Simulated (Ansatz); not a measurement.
**MgO, response to strain**

The parent structure is MgO in the rock salt structure (space group Fm-3m, No. 225).

```
CELL_PARAMETERS angstrom
      0.00000     2.10744     2.10744
      2.10744     0.00000     2.10744
      2.10744     2.10744     0.00000
ATOMIC_POSITIONS crystal
  O  0.00000 0.00000 0.00000
  Mg 0.50000 0.50000 0.50000
```

Cartesian axes are those of the cell as printed.

Strains are applied to the cell and any free atomic positions relax; under biaxial strain the out-of-plane vector relaxes too; under stress the whole cell relaxes.

Method: PBEsol (Ansatz, a quantum-chemistry and plane-wave program; PAW; 420 eV plane waves; no SOC), earlier PAW set.

Notes on the quantities. pressure: mean of the normal stresses, compression positive; energy relative to the base: free energy F.

```tsv
case	pressure	energy relative to the base	volume per atom	band gap	space group
base	0.00 GPa	0 meV/atom	9.36 Å³	4.62 eV	Fm-3m (No. 225)
biaxial strain −2.34 %, plane normal [110], relaxed out of plane	6.37 GPa	+13 meV/atom	9.02 Å³	4.82 eV	Immm (No. 71)
biaxial strain +1.98 %, plane normal [110], relaxed out of plane	-4.63 GPa	+8.3 meV/atom	9.66 Å³	4.22 eV	Immm (No. 71)
biaxial strain −1.03 %, plane normal [111], relaxed out of plane	2.79 GPa	+2.5 meV/atom	9.20 Å³	4.75 eV	R-3m (No. 166)
biaxial strain +0.76 %, plane normal [111], relaxed out of plane	___	___	___	___	R-3m (No. 166)
biaxial strain +2.47 %, plane normal [111], relaxed out of plane	-5.79 GPa	+13 meV/atom	9.74 Å³	4.08 eV	R-3m (No. 166)
isotropic strain +0.91 %	-4.04 GPa	+3.3 meV/atom	9.62 Å³	4.36 eV	Fm-3m (No. 225)
uniaxial strain ε_yy = +0.35 %	-0.54 GPa	+0.1 meV/atom	9.39 Å³	4.58 eV	I4/mmm (No. 139)
uniaxial strain ε_yy = +4.07 %	-5.33 GPa	+12 meV/atom	9.74 Å³	4.19 eV	I4/mmm (No. 139)
uniaxial stress, 8 GPa compression along z	–	+6.1 meV/atom	9.23 Å³	4.72 eV	I4/mmm (No. 139)
```

Q: What belongs in the blanks?

A: 
- biaxial strain +0.76 %, plane normal [111], relaxed out of plane, pressure: -1.91 GPa
- biaxial strain +0.76 %, plane normal [111], relaxed out of plane, energy relative to the base: +1.3 meV/atom
- biaxial strain +0.76 %, plane normal [111], relaxed out of plane, volume per atom: 9.48 Å³
- biaxial strain +0.76 %, plane normal [111], relaxed out of plane, band gap: 4.45 eV

A biaxial case was relaxed in a doubled cell and then solved in the primitive one. Stability under load was not tested beyond the relaxation.
